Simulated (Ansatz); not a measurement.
Results of r²SCAN (Ansatz, an electronic-structure program, PAW) for C (R-3m, No. 166, 2 atoms in the cell; start mp-169; another form than the element's usual one).

Run with plane-wave cutoff 560 eV, 16×16×10 k mesh (along the axes of the cell as run), Fermi–Dirac smearing 0.01 eV, scalar-relativistic PAW data made under PBE.

Cell (relaxed at this level):

```cif
data_C2
_chemical_formula_sum 'C2'
_space_group_name_H-M_alt 'P 1'
_space_group_IT_number 1
_cell_length_a 2.45575
_cell_length_b 2.45575
_cell_length_c 3.81492
_cell_angle_alpha 108.785
_cell_angle_beta 108.785
_cell_angle_gamma 60.000
loop_
_space_group_symop_operation_xyz
  'x, y, z'
loop_
_atom_site_label
_atom_site_type_symbol
_atom_site_fract_x
_atom_site_fract_y
_atom_site_fract_z
_atom_site_occupancy
C1 C 0.83334 0.83334 0.00001 1
C2 C 0.16666 0.16666 0.99999 1
```

Problem. What does this level give for the band gap and direct gap at Γ?

Solution. 
- band gap: 0.17 eV (direct)
- direct gap at Γ: 7.19 eV

Note: the cell comes from a level without a dispersion term, which matters for the spacing of layers, chains or molecules.

The computed numbers hold no vibrational or temperature effects.

Computing time: roughly 15 core-seconds.

A start named mp-… is a Materials Project structure, which need not be a measured phase.
